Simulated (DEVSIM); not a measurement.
System: n-channel Si planar bulk MOSFET with HfO2, at 300 K.

- Gate length = 30 nm
- Source drain length = 24 nm
- Dielectric thickness = 3.9 nm
- Lateral straggle = 2.2 nm
- Underlap = 0 nm
- Junction depth = 12.8 nm
- Substrate depth = 136 nm
- Gate work function = 4.22 eV
- Source and drain doping = 1.3e20 cm⁻³, Gaussian tails under the gate
- Body doping = 1.9e18 cm⁻³
- Lifetime = 1e-8 s
- Supply = 0.7 V

All mobilities are scaled by 0.5; velocity saturation, μ/(1 + (μE/vsat)^b)^(1/b) with b = 2 for electrons and 1 for holes and E the electric field along each mesh edge, is on. Mobility is μmin + (μ − μmin)/(1 + (N/Nref)^α).

Constants are typed, rounded textbook-type inputs, not results; the design itself was drawn at random and stands for no fabricated device. Values at 300 K.

Si: gap (eV) 1.124, affinity (eV) 4.05, permittivity 11.7, Nc (cm⁻³) 2.86e19, Nv (cm⁻³) 3.1e19, μn (cm²/Vs) 1417, μp (cm²/Vs) 470, μn,min 52, μp,min 45, Nref,n 9.7e16, Nref,p 2.2e17, αn 0.68, αp 0.72, vsat,n (cm/s) 1e7, vsat,p (cm/s) 8.4e6. HfO2: gap (eV) 5.7, affinity (eV) 2.5, permittivity 22.

Model (solved in DEVSIM): 2D drift-diffusion, Boltzmann statistics, complete ionisation; no quantum confinement, tunnelling, impact ionisation, self-heating, contact resistance or fringe fields beside the gate. Metal contacts follow the ideal Schottky-Mott rule: no Fermi-level pinning, no interface dipoles.

Transfer curves, |Id| in μA/μm:

```csv
Vg (V),Vd = 0.05 V,Vd = 0.7 V
-0.21,5.224e-5,0.0005929
-0.175,0.0001395,0.001454
-0.14,0.0003760,0.003627
-0.105,0.001022,0.009186
-0.07,0.002792,0.02356
-0.035,0.007663,0.06099
0,0.02107,0.1588
0.035,0.05788,0.4134
0.07,0.1583,1.068
0.105,0.4283,2.703
0.14,1.133,6.548
0.175,2.869,14.74
0.21,6.719,29.94
0.245,13.97,54.21
0.28,25.15,88.16
0.315,39.40,131.2
0.35,55.15,182.4
0.385,71.09,240.4
0.42,86.49,304.3
0.455,101.1,373.2
0.49,114.7,446.4
0.525,127.4,523.3
0.56,139.3,603.4
0.595,150.3,686.3
0.63,160.7,771.7
0.665,170.4,859.3
0.7,179.5,948.7
```

Question: Work out the subthreshold swing at low drain bias from the rows at -0.035 and 0 V, and compare it with the thermal limit.

Answer: log10(0.02107/0.007663) = 0.439 over 35.0 mV, so S = 79.7 mV/decade. The limit kT/q ln 10 is 59.5 mV/decade; the ratio is 1.34. This is the steepest step of the table.

Question: Find both thresholds at the constant current 0.1 μA × (1 μm/L) a micrometre, and the DIBL.

Answer: The current is 3.33 μA/μm. Interpolating ln Id gives 0.181 V and 0.113 V; their difference over the 0.65 V of drain bias is 100 mV/V.

Source and drain are degenerate, where Boltzmann statistics are only rough. The electric field that drives the saturation includes the junctions' built-in field, which lowers the mobility there even at small currents: subthreshold currents come out too low, a known weakness of this choice.
